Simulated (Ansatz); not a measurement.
Variants of one calculation on Cr3B4 (Immm, 7 atoms in the cell)

```xyz
7
Lattice="-1.4760 1.4930 6.5100 1.4760 -1.4930 6.5100 1.4760 1.4930 -6.5100" Properties=species:S:1:pos:R:3 pbc="T T T"
Cr     0.0000     0.0000     2.4230
Cr     0.0000     0.0000    10.5970
B      0.0000     0.0000     4.6963
B      0.0000     0.0000     8.3237
Cr     1.4760     0.0000     0.0000
B      1.4760     0.0000     5.6650
B      0.0000     1.4930     0.8450
```
Moments meant for the start (each program seeds them in its own way; μB, in the order of the atoms Cr Cr B B Cr B B): 3.0 3.0 0.0 0.0 3.0 0.0 0.0.

Base run A: PBEsol, default PAW files made with PBE run with Ansatz (an electronic-structure program), self-consistent single point.

Its settings: basis.ecutwfc = 420 eV; kpoints.mp_grid.grid = 8 8 8; hamiltonian.xc = pbesol; hamiltonian.pseudopotentials = {kind: paw} (the program's default PAW files); magnetization.spin_polarized = true; scf.occupations.method = cold; scf.occupations.width = 0.1 eV.

The starting cell comes from a database of published, mostly measured structures (it also holds non-ambient and calculated ones), without a prior relaxation at this level. The starting moments vanished: the run ended non-magnetic, which need not be the lowest state. The program warned that a starting moment was not kept. In the base run, with a pressure of about -15 GPa the cell is away from its equilibrium volume at this level. Ansatz's pressure includes its estimate of the finite-basis (Pulay) stress.

ΔF is the free energy per atom less that of run A. A dash stands where there is no value to compare (another energy zero or no entropy term, no result, no spin, no clean gap, or a mesh too coarse for one). Total energies depend on the potentials, the functional and any Hubbard or dispersion term, so they are compared only between runs that share all of them.

Run A gave: pressure (GPa) -14.62; largest force (eV/Å) 0.740.

Runs:
- B: hamiltonian.xc: pbesol → lda [LDA (PW92)]
- C: hamiltonian.dispersion: default → d3bjatm [PBEsol-D3BJ-ATM]
- D: scf.occupations.width: 0.1 eV → 0.5 eV
- E: scf.occupations.method: cold → fermi_dirac
- F: scf.mixing.preconditioner: default (the program chose Kerker) → kerker; scf.mixing.q_tf: default → 3
- G: scf.eigensolver.kind: default (the program chose band_cg) → davidson
- H: scf.mixing.algorithm: default (the program chose MSR1) → anderson; scf.mixing.beta: default → 0.7

Q: What does run E change against A?

A: The free energy goes down by 11.3 meV/atom, the pressure goes from -14.62 to -14.25 GPa and the largest force goes from 0.740 to 0.720 eV/Å.

Q: What does run C change against A?

A: The pressure goes from -14.62 to -19.18 GPa and the largest force stays at 0.740 eV/Å.

Q: What does run D change against A?

A: The free energy goes down by 5.6 meV/atom, the pressure goes from -14.62 to -14.23 GPa and the largest force goes from 0.740 to 0.701 eV/Å.

```json
[
 {"run": "A", "ΔF (meV/atom)": "0.00", "pressure (GPa)": "-14.62", "largest force (eV/Å)": "0.740"},
 {"run": "B", "ΔF (meV/atom)": "–", "pressure (GPa)": "-21.57", "largest force (eV/Å)": "0.744"},
 {"run": "C", "ΔF (meV/atom)": "–", "pressure (GPa)": "-19.18", "largest force (eV/Å)": "0.740"},
 {"run": "D", "ΔF (meV/atom)": "-5.6", "pressure (GPa)": "-14.23", "largest force (eV/Å)": "0.701"},
 {"run": "E", "ΔF (meV/atom)": "-11.3", "pressure (GPa)": "-14.25", "largest force (eV/Å)": "0.720"},
 {"run": "F", "ΔF (meV/atom)": "0.00", "pressure (GPa)": "-14.62", "largest force (eV/Å)": "0.740"},
 {"run": "G", "ΔF (meV/atom)": "0.00", "pressure (GPa)": "-14.62", "largest force (eV/Å)": "0.740"},
 {"run": "H", "ΔF (meV/atom)": "0.00", "pressure (GPa)": "-14.62", "largest force (eV/Å)": "0.740"}
]
```

Keys are those of Ansatz 0.2.
